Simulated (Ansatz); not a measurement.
L1₂ (Cu3Au-type) Ni₃Fe, relaxed in Ansatz (plane waves) with several semilocal functionals. Each gives its own volume and its own bulk modulus:

```
level   V0 (Å³/atom)  bulk modulus (GPa)   ln V0   ln B0
------  ------------  ------------------  ------  ------
LDA           10.239               250.4  2.3262  5.5231
r²SCAN        10.853               211.0  2.3844  5.3519
PBE           11.131               195.0  2.4097  5.2730
```

**Question.** Fit a straight line to ln B0 against ln V0. What does it predict for PBEsol, whose volume is 10.615 Å³/atom?

**Answer.** With x = ln V0 and y = ln B0: means 2.37343 and 5.38267; Σ(Δx Δy) = -0.01095, Σ(Δx²) = 0.003667, so the slope is -2.99. At x = 2.3623 the line gives y = 5.38267 + (-2.99) × (2.3623 − 2.37343) = 5.4159, or 225.0 GPa. The run with PBEsol gives 223.8 GPa, -0.5 % from the line. The rows used scatter about it by up to 0.2 %, while the largest value lies 28 % above the smallest. For comparison, PBE's own equation of state has B′ = 4.7, the slope −d ln B/d ln V at a fixed functional; the two needn't agree, since functionals also differ at one volume.

Spin-polarised runs: LDA (parallel moments), PBEsol (parallel moments), r²SCAN (parallel moments), PBE (parallel moments).

Ansatz's density-functional and Hartree–Fock values are scalar-relativistic unless marked +SOC, with PAW data made under PBE.

Ansatz is a program for electronic structure.
